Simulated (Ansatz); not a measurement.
**Worked example: self-consistent single point of TiSi2 (Fddd, 6 atoms in the cell) in Ansatz (an electronic-structure program)**

Method of the run: PBE (plane waves, PAW; Ansatz).

Input as run:

Ansatz 0.2 input:
```yaml
# TiSi2
crystal:
  lattice:
    - [0.000000, 4.145926, 4.292314]
    - [2.405998, 0.000000, 4.292314]
    - [2.405998, 4.145926, 0.000000]
  atoms:
    - { symbol: Ti, position: [0.500000, 0.500000, 0.500000] }
    - { symbol: Ti, position: [0.750000, 0.750000, 0.750000] }
    - { symbol: Si, position: [0.837430, 0.162570, 0.837430] }
    - { symbol: Si, position: [0.162570, 0.837430, 0.162570] }
    - { symbol: Si, position: [0.412570, 0.087430, 0.412570] }
    - { symbol: Si, position: [0.087430, 0.412570, 0.087430] }
kpoints:
  mp_grid:
    grid: [7, 7, 7]
hamiltonian:
  xc: pbe
  pseudopotentials:
    kind: paw
scf:
  occupations:
    method: gaussian
    width: 0.02 Ry
output:
  forces: true
  eigenvalues: true
  stress: true
```

Log, with long lists cut:

```
WARN basis.ecutwfc = 420 eV, the default
WARN ansatz: RAYON_NUM_THREADS=1 ignored (pool sized by the plan → 1); use --threads N
Pseudopotentials: kind: paw
Pseudopotential: Ti, paw, valence charge 12
Pseudopotential: Si, paw, valence charge 4
Crystal: 6 atoms, lattice volume = 85.632 Å³
Basis set: ecut = 420 eV, 1631 PW (Γ), exchange–correlation on 80×72×72 points (8 copies of the dense FFT grid, shifted against one another)
Bands: 26, of which v1, the nominal top of the filled ones, is band 20 counted from 1 (19 counted from 0)
Symmetry: 8 space group operations
Space group: Fddd (ITA 70), of the structure as read, at distance tolerance 4.4e-5 Å
k-points: 64 of 343
Initial density: superposition of atomic densities (neutral atoms: chi_scale 0, normalization atom), corrected by the library's trained network
Initial wavefunctions: pseudopotential atomic-orbital guess
Eigensolver: davidson
Functional: x = pbe(κ = 0.804, μ = 0.2195149727645171), c = pbe(β = 0.06672455060314922)
SCF iter   1: F=—  HF=-7545.957955 eV  |F-HF|=—  |Δ(HF+E_count)|=         —  Δρ=4.16e-3  dr2=2.09e-2  ethr=1.77e-3  ⟨swp⟩=5.7  Hψ=7811  notcnv=0
all-band conjugate gradients solve this SCF's bands
preconditioner: auto → Kerker (q_TF=auto, 2.403 Å⁻¹)
SCF iter   2: F=—  HF=-7545.955707 eV  |F-HF|=—  |Δ(HF+E_count)|=   2.25e-3  Δρ=1.88e-3  dr2=3.62e-3  ethr=5.22e-5  ⟨swp⟩=1.2  Hψ=2189  notcnv=0
SCF iter   3: F=—  HF=-7545.955498 eV  |F-HF|=—  |Δ(HF+E_count)|=   2.09e-4  Δρ=5.71e-4  dr2=3.42e-4  ethr=9.05e-6  ⟨swp⟩=2.5  Hψ=2235  notcnv=0
SCF iter   4: F=—  HF=-7545.955457 eV  |F-HF|=—  |Δ(HF+E_count)|=   4.09e-5  Δρ=9.54e-5  dr2=8.06e-6  ethr=8.56e-7  ⟨swp⟩=2.0  Hψ=2332  notcnv=0
SCF iter   5: F=—  HF=-7545.955452 eV  |F-HF|=—  |Δ(HF+E_count)|=   5.12e-6  Δρ=1.75e-5  dr2=1.72e-7  ethr=2.01e-8  ⟨swp⟩=2.0  Hψ=2273  notcnv=0
SCF iter   6: F=-7545.955452 eV  HF=-7545.955452 eV  |F-HF|=5.17e-9  |Δ(HF+E_count)|=   3.80e-8  Δρ=3.05e-6  dr2=8.22e-9  ethr=2.50e-10  ⟨swp⟩=6.9  Hψ=6963  notcnv=0
SCF 1 converged in 6 iterations: F = -7545.955452 eV  dr2 = 8.22e-9
SCF converged after 6 iterations
Free energy (F): -7545.955452 eV
Harris-Foulkes:  -7545.955452 eV  (|F-HF|=5.17e-9)
Internal energy: -7545.865244 eV  (E = F + TS)
E sigma→0 (E₀):  -7545.910348 eV
Entropy (-TS):   -0.090207 eV (-15.035 meV/atom)
Fermi energy:    12.354139 eV
--- Per-component energies (eV) ---
  E_band       = -225.320081
  E_kinetic    = 717.005198
  E_local      = -2046.809049  (includes V_loc(G=0)·N_el)
  E_nonlocal   = 116.717853
  E_hartree    = 889.829791
  E_xc         = -422.511271
  E_vxc        = -440.213462  (∫ρ·V_xc dr)
  E_paw        = -4145.901955  (= ΣΔE_a)
  E_vpaw       = -351.676488  (= ΣTr[D̂ρ^β])
  E_aug_tail   = 0.000259  (compensation charges beyond the density's cutoff)
  E_ewald      = -2654.196070
  E_smearing   = -0.090207  (= −TS)
  E_closure    = 0.000000  (closes the sum)
  Σ components = -7545.955452   (vs F -7545.955452, Δ=0.00e0)
--- Forces (eV/Å), atoms counted from 1 ---
  atom   1  Ti     0.00000000    -0.00000000    -0.00000000
  atom   2  Ti    -0.00000000     0.00000000     0.00000000
  atom   3  Si     0.00000000    -0.00404822     0.00000000
  atom   4  Si     0.00000000     0.00404822     0.00000000
  atom   5  Si     0.00000000     0.00404822    -0.00000000
  atom   6  Si     0.00000000    -0.00404822    -0.00000000
  max |Σ_I F_I| component: 0.00e0 eV/Å
--- Stress (GPa, compression-positive) ---
       -0.755732      -0.000000      -0.000000
       -0.000000      -1.367399       0.000000
       -0.000000       0.000000      -0.462257
  P = ⅓ Tr σ = -0.8618 GPa (-8.618 kbar)
  The stress holds the Pulay correction. Without it, at fixed plane waves, as pw.x and ABINIT print it: P = -0.8907 GPa
--- Band table (eV; the first three rows and the last of 64) ---
  k-point 0: bands = ["-43.9564", "-43.9305", "-20.3295", "-20.3290", "-20.2455", "-20.2315", "-20.2246", "-20.2118", "-0.1289", "5.6781", "6.5812", "7.0253", "7.3862", "8.5927", "8.6394", "9.8498", "10.1059", "10.2783", "10.5702", "11.0012", [...]
  k-point 1: bands = ["-43.9554", "-43.9314", "-20.3312", "-20.3256", "-20.2514", "-20.2316", "-20.2229", "-20.2118", "0.0814", "5.4096", "5.7979", "6.8750", "7.7288", "8.5302", "9.0461", "9.6176", "10.2057", "10.3014", "11.0797", "11.1803", [...]
  k-point 2: bands = ["-43.9529", "-43.9339", "-20.3355", "-20.3167", "-20.2662", "-20.2304", "-20.2206", "-20.2112", "0.6854", "4.5021", "4.9888", "6.7144", "7.5423", "8.2557", "9.3109", "9.8018", "10.5988", "11.0332", "11.2728", "11.6103", [...]
  k-point 63: bands = ["-43.9439", "-43.9427", "-20.3108", "-20.3048", "-20.2743", "-20.2656", "-20.2154", "-20.2119", "1.8900", "1.9237", "5.8409", "6.8154", "7.7872", "9.0870", "9.3153", "9.8035", "10.6892", "10.8882", "11.3429", "11.3855", [...]
```

The run converged in 6 iterations.

The starting cell comes from a database of computed structures (which also holds hypothetical and non-ambient phases and stackings), without a prior relaxation at this level. Its lattice was rescaled by a random factor within 2.5 % of one. Spin polarisation is off. Ansatz's pressure includes its estimate of the finite-basis (Pulay) stress.
